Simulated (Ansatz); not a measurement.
**A constructed model of the (111)A surface of zinc-blende GaAs, Ga-terminated, As trimer, 2x2 (bottom of the slab: 3 H on 4 bottom sites)**

Computed with PBE (plane waves to 420 eV, PAW; Ansatz, a first-principles code).

Slab: 38 atoms, 14.7 Å thick at the start with caps and adatoms; k 3x3x1, smearing 0.025 eV, dipole-corrected; 8 atoms held, the rest relaxed; start symmetry kept, larger cells not searched; no spin, no spin-orbit, no U. It is one candidate, not shown to be the stable structure of the face.

- gap of the slab on its k-mesh: 0.61 eV
- highest filled level below the top vacuum level: 5.42 eV
- energy released by relaxation: 1.71 eV
- cost: very roughly 21 core-minutes
